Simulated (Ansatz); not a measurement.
The parent structure is CuAu (space group P4/mmm, No. 123; relaxed with 0.1 eV smearing).

```xyz
2
Lattice="2.8129 0.0000 0.0000 0.0000 2.8129 0.0000 0.0000 0.0000 3.5930" Properties=species:S:1:pos:R:3 pbc="T T T"
Cu     0.0000     0.0000     0.0000
Au     1.4064     1.4064     1.7965
```

Cartesian axes are those of the cell as printed.

Calculations: PBEsol (Ansatz, a quantum-chemistry and plane-wave program; PAW; 420 eV plane waves; no spin-orbit coupling).

For the base:

```
Item                             Value
-----------------------------  -------
Shortest interatomic distance  2.680 Å
```

One thing is altered: uniaxial strain ε_xx = +2.00 %, all other strain components held at zero; the atoms relax in the strained cell.

Question: Predict the new shortest interatomic distance and stress.

Answer: The shortest interatomic distance grows by 0.015 Å to 2.695 Å; the stress (xx, yy, zz, yz, xz, xy; compression positive) amounts to (-3.7, -2.8, -3.1, 0.0, 0.0, 0.0) GPa.

Stability against distortions was not tested. The final runs are not spin-polarised.
